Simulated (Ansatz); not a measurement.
Cd2SnO4 (model structure, started from the spinel type, Fd-3m, No. 227, 14 atoms in the cell) was calculated with LDA (plane waves, PAW; Ansatz, an electronic-structure program).

Settings: plane-wave cutoff 520 eV, 10×10×10 k mesh, Fermi–Dirac smearing 0.05 eV, scalar-relativistic PAW data made under PBE.

Cell (relaxed with PBEsol):

```cif
data_Cd4O8Sn2
_chemical_formula_sum 'Cd4 Sn2 O8'
_space_group_name_H-M_alt 'P 1'
_space_group_IT_number 1
_cell_length_a 6.48856
_cell_length_b 6.48856
_cell_length_c 6.48856
_cell_angle_alpha 60.000
_cell_angle_beta 60.000
_cell_angle_gamma 60.000
loop_
_space_group_symop_operation_xyz
  'x, y, z'
loop_
_atom_site_label
_atom_site_type_symbol
_atom_site_fract_x
_atom_site_fract_y
_atom_site_fract_z
_atom_site_occupancy
Cd1 Cd 0.62500 0.62500 0.62500 1
Cd2 Cd 0.12500 0.62500 0.62500 1
Cd3 Cd 0.62500 0.12500 0.62500 1
Cd4 Cd 0.62500 0.62500 0.12500 1
Sn1 Sn 0.25000 0.25000 0.25000 1
Sn2 Sn 0.00000 0.00000 0.00000 1
O1 O 0.87510 0.87510 0.87510 1
O2 O 0.37469 0.87510 0.87510 1
O3 O 0.87510 0.37469 0.87510 1
O4 O 0.87510 0.87510 0.37469 1
O5 O 0.37490 0.37490 0.37490 1
O6 O 0.87531 0.37490 0.37490 1
O7 O 0.37490 0.87531 0.37490 1
O8 O 0.37490 0.37490 0.87531 1
```

Question: What does this level give for the band gap?

Answer: 
- band gap: 0.12 eV (under three smearing widths, so not firm)

Note: the relaxation could raise the start's symmetry but not lower it, so the cell can be a saddle point; cell and atoms aren't relaxed at this level (pressure -4.8 GPa).

Spin–orbit coupling is not included.

Static lattice: no zero-point or thermal effects.

The result took very roughly 70 core-seconds.

A model structure was made by putting elements into a prototype or built by hand; it is no filed structure, need not be a known phase, and can be a saddle point held by its symmetry.
